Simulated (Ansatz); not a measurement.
## Evanescent states of Ga2O3 (R-3c, corundum, 10 atoms a cell, 9.7 Å³ an atom) along the normal of (001)

Level of theory: r2SCAN (plane waves, PAW; Ansatz, a program for electronic structure).

The gap is the functional's own, uncorrected, and κ follows it; spin-orbit coupling is left out. Mid-gap means the computed energy nearest the middle.

Energies count from the valence-band top; κ is the least over a 12×12 mesh across the current.

```
E (eV)  κ (1/Å)  where
------  -------  -----
0.09      0.147      Γ
0.26      0.173      Γ
0.42      0.192      Γ
0.59      0.208      Γ
0.77      0.220      Γ
0.94          ?      Γ
1.10          ?      Γ
1.27          ?      Γ
1.45          ?      Γ
1.61          ?      Γ
1.78          ?      Γ
1.96          ?      Γ
2.12          ?      Γ
2.29          ?      Γ
2.46      0.220      Γ
2.63          ?      Γ
2.81      0.191      Γ
2.98      0.171      Γ
3.15      0.145      Γ
3.31      0.108      Γ
3.48      0.033      Γ
```

What belongs in the gaps?


- 0.94, κ (1/Å): 0.229
- 1.10, κ (1/Å): 0.236
- 1.27, κ (1/Å): 0.241
- 1.45, κ (1/Å): 0.244
- 1.61, κ (1/Å): 0.245
- 1.78, κ (1/Å): 0.244
- 1.96, κ (1/Å): 0.241
- 2.12, κ (1/Å): 0.236
- 2.29, κ (1/Å): 0.229
- 2.63, κ (1/Å): 0.207
